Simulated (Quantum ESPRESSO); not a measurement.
One base run on SrTiO3 (I4/mcm, 10 atoms in the cell) and variants with one or two settings moved

```yaml
crystal:
  lattice:
    - [2.78491, -2.78491, 3.95636]
    - [2.78491, 2.78491, 3.95636]
    - [-2.78491, -2.78491, 3.95636]
  atoms:
    - { symbol: Sr, position: [0.50000, 0.25000, 0.75000] }
    - { symbol: Sr, position: [0.50000, 0.75000, 0.25000] }
    - { symbol: Ti, position: [0.00000, 0.00000, 0.00000] }
    - { symbol: Ti, position: [0.00000, 0.50000, 0.50000] }
    - { symbol: O, position: [0.95808, 0.27096, 0.77096] }
    - { symbol: O, position: [0.04192, 0.72904, 0.22904] }
    - { symbol: O, position: [0.50000, 0.22904, 0.27096] }
    - { symbol: O, position: [0.50000, 0.77096, 0.72904] }
    - { symbol: O, position: [0.00000, 0.75000, 0.75000] }
    - { symbol: O, position: [0.00000, 0.25000, 0.25000] }
```

Base run A: PBEsol, GBRV 1.5 ultrasoft (PBESOL) pseudopotentials in Quantum ESPRESSO 7.5, self-consistent single point.

Its settings: ecutwfc = 50 Ry; ecutrho = 400 Ry; occupations = smearing; smearing = gauss; degauss = 0.00147 Ry; potentials = {Sr: sr_pbesol_v1.uspp.F.UPF, Ti: ti_pbesol_v1.4.uspp.F.UPF, O: o_pbesol_v1.2.uspp.F.UPF}; K_POINTS = automatic 4 4 4 0 0 0; conv_thr = 1e-09 Ry.

The starting cell comes from a database of computed structures (which also holds hypothetical and non-ambient phases and stackings), without a prior relaxation at this level. Its lattice was rescaled by a random factor within 2.5 % of one. In the base run, with a pressure of about -7 GPa the cell is away from its equilibrium volume at this level.

ΔF is the free energy per atom less that of run A. A dash stands where there is no value to compare (another energy zero or no entropy term, no result, no spin, no clean gap, or a mesh too coarse for one). Total energies depend on the potentials, the functional and any Hubbard or dispersion term, so they are compared only between runs that share all of them.

Run A gave: pressure (GPa) -7.15; largest force (eV/Å) 0.005; gap on the mesh (eV) 1.858; k-points 13.

Runs:
- B: vdw_corr: default → grimme-d3; dftd3_version: default → 4; dftd3_threebody: default → false [PBEsol-D3(BJ)]
- C: nosym: default → true
- D: lattice scaled by 0.97; ecutwfc: 50 Ry → 30 Ry; ecutrho: 400 Ry → 240 Ry
- E: ecutrho: 400 Ry → 200 Ry
- F: conv_thr: 1e-09 Ry → 7.3e-10 Ry
- G: ecutwfc: 50 Ry → 100 Ry; ecutrho: 400 Ry → 800 Ry
- H: force_symmorphic: default → true
- I: mixing_beta: default → 0.9
- J: occupations: smearing → tetrahedra_lin; smearing: gauss → default; degauss: 0.00147 Ry → default
- K: pseudopotentials: {Sr: sr_pbesol_v1.uspp.F.UPF, Ti: ti_pbesol_v1.4.uspp.F.UPF, O: o_pbesol_v1.2.uspp.F.UPF} → {Sr: sr_pbe_v1.uspp.F.UPF, Ti: ti_pbe_v1.4.uspp.F.UPF, O: o_pbe_v1.2.uspp.F.UPF}; input_dft: default → vdw-df-ob86 [optB86b-vdW]

Q: What does run K change against A?

A: The pressure goes from -7.15 to -4.53 GPa, the largest force hardly changes (0.005 to 0.002 eV/Å) and the gap on the mesh goes from 1.858 to 1.902 eV.

| run | ΔF (meV/atom) | pressure (GPa) | largest force (eV/Å) | gap on the mesh (eV) | k-points |
|---|---|---|---|---|---|
| A | 0.00 | -7.15 | 0.005 | 1.858 | 13 |
| B | – | -10.50 | 0.005 | 1.858 | 13 |
| C | 0.00 | -7.15 | 0.005 | 1.858 | 36 |
| D | 85.3 | 2.20 | 0.062 | 2.045 | 13 |
| E | 0.02 | -7.14 | 0.006 | 1.858 | 13 |
| F | 0.00 | -7.15 | 0.005 | 1.858 | 13 |
| G | -7.7 | -7.01 | 0.005 | 1.858 | 13 |
| H | 0.00 | -7.15 | 0.005 | 1.858 | 14 |
| I | 0.00 | -7.15 | 0.005 | 1.858 | 13 |
| J | 0.00 | -7.15 | 0.005 | 1.858 | 13 |
| K | – | -4.53 | 0.002 | 1.902 | 13 |
